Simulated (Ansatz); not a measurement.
The starting structures come from a database of crystals and need not be the phases stable at ambient conditions.

By PBEsol, the system below comes out a metal.

A figure of merit of an interconnect metal is its ballistic conductance per area.

Data:

```yaml
crystal:
  lattice:
    - [4.58328, 0.00000, 0.00000]
    - [-2.29164, 3.96924, 0.00000]
    - [2.29164, 1.32308, 1.87112]
  atoms:
    - { symbol: Sc, position: [0.00000, 0.50000, 0.50000] }
    - { symbol: Cu, position: [0.00000, 0.00000, 0.00000] }
```

The cell is taken as given; by PBEsol it stands under a pressure of -2.7 GPa.

The current flows along the normal of the first two printed cell vectors, the (111) plane of the conventional cell. No spin-orbit coupling; the value is a mean over 0.1 eV about the Fermi level.

### Question
Predict the ballistic conductance per area from PBEsol (Ansatz, a first-principles code).

### Answer
0.80 × 10¹⁵ S/m² for both spins.
